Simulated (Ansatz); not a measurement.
An Ansatz (a first-principles code) input (DFT with r2SCAN, PAW potentials and a 500 eV plane-wave cutoff in Ansatz, no SOC):

Ansatz 0.2 input:
```yaml
crystal:
  lattice:
    - [0, 2.7649461028, 2.7649461028]
    - [2.7649461028, 0, 2.7649461028]
    - [2.7649461028, 2.7649461028, 0]
  atoms:
    - { symbol: Ir, position: [0.75, 0.75, 0.75] }
    - { symbol: Ga, position: [0, 0, 0] }
basis: { ecutwfc: 500, ecutrho_ratio: 4, xc_grid: 4, fft_grid_basis: typed }
kpoints: { mp_grid: { grid: [15, 15, 15] } }
hamiltonian:
  xc: r2scan
  dispersion: none
  pseudopotentials: { kind: paw }
scf: { occupations: { method: fermi_dirac, width: 0.05 }, convergence: { dr2_threshold: 0.0000000002 } }
output: { forces: true, stress: true }
checkpoint: { write: state.ck, write_every: 1000 }
```

Problem. Which symmetry and how many k-points will the program report, and about how many plane waves at Γ?

Solution. Space group F-43m (ITA 216) with 24 operations, k-points 120 of 3375, and 1067 plane waves at Γ.

Stability against distortions was not tested. The final runs are not spin-polarised. The cell was made from GaAs by this change: As → Ir; the result is a hypothetical phase, not in the database extracts checked.
